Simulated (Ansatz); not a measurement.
What uniaxial stress, 5 GPa tension along x does to hypothetical CdI2 type SiO2

Consider SiO2 in the CdI2 type structure (space group P-3m1, No. 164; a = 2.670 Å, c = 4.542 Å; a hypothetical phase, not in the database extracts checked; layered, stacked along the Cartesian z axis). Axes: x lies along a and z along c of the hexagonal cell.

The change: uniaxial stress, 5 GPa tension along x; all other stress components relax to zero.

All numbers come from DFT with r2SCAN+rVV10, PAW potentials and a 500 eV plane-wave cutoff in Ansatz (a quantum-chemistry and plane-wave program), no spin-orbit coupling. k-mesh 14×14×7 (Γ-centred); smearing 0.05 eV (Fermi–Dirac).

* **Volume per atom**: 9.41 Å³ (base 9.35 Å³)
* **Shortest interatomic distance**: 1.780 Å (base 1.787 Å)
* **Energy relative to the base (free energy F)**: +1.5 meV/atom
* **Band gap**: 7.06 eV (base 7.21 eV)
* **Gap character**: indirect, Γ–C (29 % along) → Γ
* **Electron mass**: 0.72 mₑ along z, 0.37 mₑ across (at Γ) (base 0.71 mₑ along c, 0.38 mₑ across (at Γ))
* **Strain response (xx, yy, zz)**: (+1.00, −0.22, −0.14) %
* **Secant Young's modulus along x**: 500 GPa
* **Mean lateral Poisson ratio**: 0.18

Effective masses come from finite differences of ±0.01 Å⁻¹. Stability under load was not tested beyond the relaxation. Labels are those of the standard path for the cell's own space group.
